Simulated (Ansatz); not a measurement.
Start from Sb (space group R-3m, No. 166; a = 4.326 Å, c = 11.339 Å (hexagonal axes); layered; relaxed with 0.1 eV smearing). Axes: x lies along a and z along c of the hexagonal cell.

Level of theory: Kohn–Sham DFT with the r2SCAN+rVV10 functional, run in Ansatz (a quantum-chemistry and plane-wave program) with PAW and 500 eV plane waves, without spin-orbit coupling.

Base values:

| Item | Result |
|---|---|
| Volume per atom | 30.63 Å³ |

The change: uniaxial stress, 1 GPa compression along z, with the cell and atoms free to relax against it.

Question: What does the calculation give for the volume per atom and energy relative to the base after the change?

Answer: The volume per atom decreases by 0.53 Å³ to 30.10 Å³; the energy goes up by 2.6 meV/atom.

Load acts through the strain it causes; cell and atoms are relaxed under it. Stability under load was not tested beyond the relaxation.
